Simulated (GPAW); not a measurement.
GPAW run on CaI2 (P3m1, 3 atoms in the cell): relaxation of the atoms.

Computed with LDA (Perdew-Wang 92), GPAW PAW datasets LDA (gpaw-data 1.0.1) (plane waves; GPAW).

The change in words: one atom moved by 0.15 angstrom; optimizer: default → BFGS; fmax: default → 0.02 eV/Å. Reference geometry:
```yaml
crystal:
  lattice:
    - [4.55161, 0.00000, 0.00000]
    - [-2.27581, 3.94181, 0.00000]
    - [0.00000, 0.00000, 7.24588]
  atoms:
    - { symbol: Ca, position: [0.00000, 0.00000, 0.00000] }
    - { symbol: I, position: [0.33333, 0.66667, 0.24430] }
    - { symbol: I, position: [0.66667, 0.33333, 0.75570] }
```

Reference input (self-consistent single point, DFT LDA (Perdew-Wang 92), plane waves, GPAW PAW datasets LDA (gpaw-data 1.0.1)): mode = pw; ecut = 600 eV; xc = LDA; kpts = 3 3 2; mesh shift (steps) = 0 0 0; occupations.name = fermi-dirac; occupations.width = 0 eV; nbands = -8; convergence.density = 1e-05 e/electron; convergence.energy = 1e-05 eV/electron; convergence.bands = -6; symmetry.symmorphic = false. This run's input differs from it in these lines:

```diff
@@ -1,2 +1,3 @@
 from ase import Atoms
+from ase.optimize import BFGS
 from ase.units import GPa
@@ -8,3 +9,3 @@
                     [0.000000, 0.000000, 7.245879]],
-              scaled_positions=[[0.000000, 0.000000, 0.000000],
+              scaled_positions=[[0.000000, 0.000000, 0.020701],
                                 [0.333333, 0.666667, 0.244300],
@@ -25,2 +26,8 @@
 
+opt = BFGS(atoms, logfile='-')
+converged = opt.run(fmax=0.02, steps=40)
+print('Relaxation converged:', converged)
+print('Cell:', atoms.cell.cellpar().round(4))
+print(atoms.get_scaled_positions().round(5))
+
 energy = atoms.get_potential_energy()
```

The program printed (abridged):

```
     iter     time        total  log10-change:
                         energy   eigst   dens
iter:   1 --:--:--   -10.976252   +0.85
iter:   2 --:--:--   -11.089859   +0.04  -1.35
iter:   3 --:--:--   -11.082188   -0.25  -1.38
iter:   4 --:--:--   -11.092693   -0.60  -1.48
iter:   5 --:--:--   -11.085882   -1.29  -1.88
iter:   6 --:--:--   -11.080006   -1.03  -2.04
iter:   7 --:--:--   -11.078699   -1.54  -2.42
iter:   8 --:--:--   -11.078364   -2.06  -2.61
iter:   9 --:--:--   -11.078402   -2.70  -2.87
iter:  10 --:--:--   -11.078273c  -3.39  -2.92
iter:  11 --:--:--   -11.078209c  -4.10  -3.16
iter:  12 --:--:--   -11.078209c  -4.84  -3.82
iter:  13 --:--:--   -11.078208c  -5.58  -3.86
iter:  14 --:--:--   -11.078208c  -6.39  -3.99
iter:  15 --:--:--   -11.078207c  -7.07  -4.00
iter:  16 --:--:--   -11.078207c  -7.35  -4.14
iter:  17 --:--:--   -11.078207c  -7.39  -4.17
iter:  18 --:--:--   -11.078207c  -7.47c -4.17
iter:  19 --:--:--   -11.078207c  -8.40c -4.33
iter:  20 --:--:--   -11.078207c  -7.75c -4.30
iter:  21 --:--:--   -11.078207c  -8.39c -4.51
iter:  22 --:--:--   -11.078207c  -9.11c -4.69
iter:  23 --:--:--   -11.078207c  -8.36c -4.71
iter:  24 --:--:--   -11.078207c  -9.42c -5.15c
Converged after 24 iterations.

Dipole moment: (0.020354, -0.011751, -6.017344) |e|*Ang

Energy contributions relative to reference atoms: (reference = -405233.383312)

Kinetic:        +10.413173
Potential:       -9.472994
External:        +0.000000
XC:             -11.444590
Entropy (-ST):   +0.000000
Local:           -0.573796
SIC:             +0.000000
--------------------------
Free energy:    -11.078207
Extrapolated:   -11.078207

Showing only first 2 kpts
 Kpt  Band  Eigenvalues  Occupancy
  0    10      1.00516    2.00000
  0    11      1.04090    2.00000
  0    12      4.84338    0.00000
  0    13      5.30212    0.00000

  1    10      0.94245    2.00000
  1    11      0.94245    2.00000
  1    12      5.16530    0.00000
  1    13      5.26949    0.00000

Fermi level: 2.85581

Gap: 3.630 eV
Transition (v -> c):
   [... lines left out ...]
Direct gap: 3.802 eV
Atomic positions and initial magnetic moments
Free energy:    -11.089647
Fermi level: 2.85675
Gap: 3.637 eV
Direct gap: 3.813 eV
Atomic positions and initial magnetic moments
Free energy:    -11.151048
Fermi level: 2.86286
Gap: 3.691 eV
   [... lines left out ...]
BFGS:    8 --:--:--      -11.159458        0.002716
Relaxation converged: True
Cell: [  4.5516   4.5516   7.2459  90.      90.     120.    ]
[[0.      0.      0.00694]
 [0.33333 0.66667 0.23751]
 [0.66667 0.33333 0.77623]]
Energy (eV): -11.159458
Stress tensor:
     0.007948    -0.000000    -0.000000
    -0.000000     0.007948     0.000000
    -0.000000     0.000000     0.004533
Stress (GPa, Voigt): [ 1.2734  1.2734  0.7262  0.     -0.     -0.    ]
```

The run converged. GPAW prints stress with tension positive. 

Summary of the result:
```
Property                                                      Result
-------------------------------------------------------  -----------
Free energy E − TS (from the program's reference atoms)  -11.1595 eV
Top of the valence band (on the code's own zero)             1.01 eV
Gap on the k-point mesh                                      3.72 eV
Pressure                                                   -1.09 GPa
Largest force (vector length)                             0.003 eV/Å
Relaxation steps                                                   8
```

The starting cell comes from a database of computed structures (which also holds hypothetical and non-ambient phases and stackings), without a prior relaxation at this level. Its lattice was rescaled by up to half a per cent. For this run, on top of that: one atom moved by 0.15 angstrom. Spin-orbit coupling is off. The relaxation keeps the symmetry of its start, so its end need not be a minimum.

Cost on one core of a shared machine: roughly 60 s.
